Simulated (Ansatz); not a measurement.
**Effect of pressure 9 GPa on SiO2**

The reference is SiO2 (space group P3_121, No. 152; a = 4.948 Å, c = 5.441 Å).

One thing is altered: a hydrostatic pressure of 9 GPa.

The values are results of DFT with PBEsol, PAW potentials and a 420 eV plane-wave cutoff in Ansatz (an electronic-structure program), scalar-relativistic without spin-orbit coupling, earlier PAW set, not measurements. Settings: 8×8×6 k-points, 0.05 eV Fermi–Dirac smearing.

```tsv
quantity	base	changed	shift
volume per atom	12.82 Å³	10.77 Å³	-2.05 Å³
density	2.59 g/cm³	3.09 g/cm³	+0.50 g/cm³
lattice parameter a	9.351 bohr	8.738 bohr	-0.613 bohr
c/a ratio	1.100	1.132	+0.032
shortest interatomic distance	3.061 bohr	3.043 bohr	-0.018 bohr
enthalpy H = E + PV relative to the base's energy	–	+0.65 eV/atom	–
band gap	5.72 eV	6.23 eV	+0.51 eV
gap character	indirect, K → Γ	indirect, M → Γ	–
smallest direct gap	6.03 eV	6.34 eV	+0.31 eV
electron mass	0.50 mₑ (at Γ)	0.46 mₑ (at Γ)	–
```

Load acts through the strain it causes; cell and atoms are relaxed under it. Effective masses come from finite differences of ±0.01 Å⁻¹. No phonon test of stability was made. No other phases were tried under pressure.
